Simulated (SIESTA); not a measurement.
Troubleshooting SIESTA: a failed run on Tc₃Mo (P-6m2, 4 atoms in the cell). The aim is a self-consistent single point with DFT, GGA PBEsol, numerical atomic orbitals DZP, PseudoDojo PBEsol standard norm-conserving potentials (rewritten from UPF to PSML).

Cell that was meant: a = 2.7631 Å, b = 2.7631 Å, c = 8.9593 Å, α = 90.00°, β = 90.00°, γ = 120.00°.

Part of the input:

```
OccupationMPOrder            1
ElectronicTemperature        0.136 eV

MaxSCFIterations             3
SCF.MustConverge             false
SCF.Mixer.Method             Pulay
SCF.Mixer.Weight             0.25
SCF.Mixer.History            6
```

Output, abridged:

```
        iscf     Eharris(eV)        E_KS(eV)     FreeEng(eV)     dDmax    Ef(eV) dHmax(eV)
   scf:    1    -8665.235522    -8787.201284    -8787.210182  1.390918 -4.255669 44.340643
   scf:    2    -6325.592390    -8092.844921    -8092.849556  2.116574 -3.794314149.767998
   scf:    3    -8849.262874    -8819.811297    -8819.812767  1.436511 -4.822789 12.662287
SCF_NOT_CONV: SCF did not converge  in maximum number of steps.
SCF_NOT_CONV: SCF did not converge  in maximum number of steps.
Geom step, scf iteration, dDmax, dHmax:    0     3      1.436511     0.930661
Geom step, scf iteration, dDmax, dHmax:    0     3      1.436511     0.930661

Using DM_out to compute the final energy and forces

   [... lines left out ...]
siesta: FreeEng =     -8819.812767
   [... lines left out ...]

siesta: Atomic forces (eV/Ang):
siesta:      1   -0.000009    0.000005    0.000000
siesta:      2    0.000004   -0.000002    0.636248
siesta:      3    0.000004   -0.000002   -0.636248
siesta:      4   -0.000008    0.000004    0.000000
siesta: ----------------------------------------
siesta:    Tot   -0.000009    0.000005    0.000000

siesta: Stress tensor (static) (eV/Ang**3):
siesta:     0.040447    0.000014    0.000000
siesta:     0.000014    0.040463    0.000000
siesta:    -0.000000    0.000000    0.338408

siesta: Cell volume =         59.236516 Ang**3

siesta: Pressure (static):
siesta:                Solid            Molecule  Units
siesta:          -0.00152232         -0.00170208  Ry/Bohr**3
siesta:          -0.13977281         -0.15627805  eV/Ang**3
siesta:        -223.94072446       -250.38504267  kBar
```

Q: What caused this, and what should be changed?

A: The fault is an iteration limit that is too low, with the stop on failure switched off. The program then goes on with a density that is not self-consistent. To fix it, raise the limit and let the run stop on failure. The run ended unconverged after 3 iterations.

The sound input it was made from differs as follows (other fixes are possible):
```diff
-MaxSCFIterations             3
-SCF.MustConverge             false
+MaxSCFIterations             150
```

With that input, the run converged in 16 iterations: free energy E − TS -8832.7043 eV; Fermi level (on the code's own zero) -5.51 eV; pressure -9.39 GPa; largest force (vector length) 0.014 eV/Å (DFT, GGA PBEsol, numerical atomic orbitals DZP, PseudoDojo PBEsol standard norm-conserving potentials (rewritten from UPF to PSML)).

On the sound input: the starting cell comes from a database of computed structures (which also holds hypothetical and non-ambient phases and stackings), without a prior relaxation at this level. Its lattice was rescaled by a random factor within 2.5 % of one. Spin polarisation is off. Values carry the incompleteness of an atom-centred basis. With a pressure of about -9 GPa the cell is away from its equilibrium volume at this level.
